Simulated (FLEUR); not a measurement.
**Short convergence ladders for Mo (Im-3m, 1 atom in the cell)**

```
CELL_PARAMETERS angstrom
     -1.56713     1.56713     1.56713
      1.56713    -1.56713     1.56713
      1.56713     1.56713    -1.56713
ATOMIC_POSITIONS crystal
  Mo 0.00000 0.00000 0.00000
```

Base method: LDA (Perdew-Zunger), all-electron FLAPW (FLEUR), scalar-relativistic valence run with FLEUR.

Base settings: Kmax = 4.3 1/bohr; GmaxXC = 17.2 1/bohr; xcFunctional = pz; jspins = 1; l_soc = F; mode = hist; fermiSmearingEnergy = 0.00367493 Htr; mesh (inpgen div1-3) = 9 9 9; inpgen gamma flag = false; Gmax = 17.2 1/bohr.

Core times come from one kind of shared machine, to one figure; runs under 30 s give none.

**Shifted k-point meshes**

Only quantities that move along the ladder and can be compared are tabulated.

```csv
kpt_div,free energy less the last step's (meV/atom),core time / last (rough)
4 4 4,-197.25,–
6 6 6,36.92,–
8 8 8,2.08,–
10 10 10,-10.02,–
14 14 14,-5.17,0.2
26 26 26,0.43,0.6
32 32 32,0.00,1
```

Coarsest kpt_div that holds the free energy within 1 meV/atom of the last step, with all finer ones: 26 26 26; the step before is off by 5.2 meV/atom.

**The k-point mesh at a smearing width of 0.3 eV**

In this ladder: fermiSmearingEnergy = 0.0110248 Htr. Moved along: kpt_gamma.

Only quantities that move along the ladder and can be compared are tabulated.

| kpt_div | free energy less the last step's (meV/atom) | core time / last (rough) |
|---|---|---|
| 5 5 5 | -59.21 | – |
| 6 6 6 | -40.47 | – |
| 8 8 8 | 10.20 | – |
| 9 9 9 | -7.53 | – |
| 11 11 11 | 4.79 | – |
| 13 13 13 | -1.97 | – |
| 16 16 16 | -0.59 | 0.2 |
| 24 24 24 | -0.02 | 0.5 |
| 35 35 35 | 0.00 | 1 |

Coarsest kpt_div that holds the free energy within 0.5 meV/atom of the last step, with all finer ones: 24 24 24; the step before is off by 0.59 meV/atom.

**The mesh under tetrahedron occupations**

In this ladder: mode = tetra; fermiSmearingEnergy = 0.0001 Htr; kpt_gamma = true.

Only quantities that move along the ladder and can be compared are tabulated.

```csv
kpt_div,free energy less the last step's (meV/atom),core time / last (rough)
6 6 6,164.62,–
8 8 8,114.21,–
9 9 9,90.02,–
12 12 12,53.08,–
18 18 18,22.05,0.3
22 22 22,12.00,0.6
28 28 28,4.35,1
34 34 34,0.00,1
```

Coarsest kpt_div that holds the free energy within 5 meV/atom: not settled: the last two steps still differ by 4.3 meV/atom, over half the tolerance, so the ladder does not show it.

On the base run: the starting cell has typed, rounded lattice constants, without a prior relaxation at this level. Its lattice was rescaled by up to half a per cent. Spin polarisation is off. Values depend on the basis (sphere radii, cutoffs, local orbitals), which need not be converged.

Left out of this page: 1 run of the series failed or unconverged; 1 run of the series stopped by limits of time or memory.
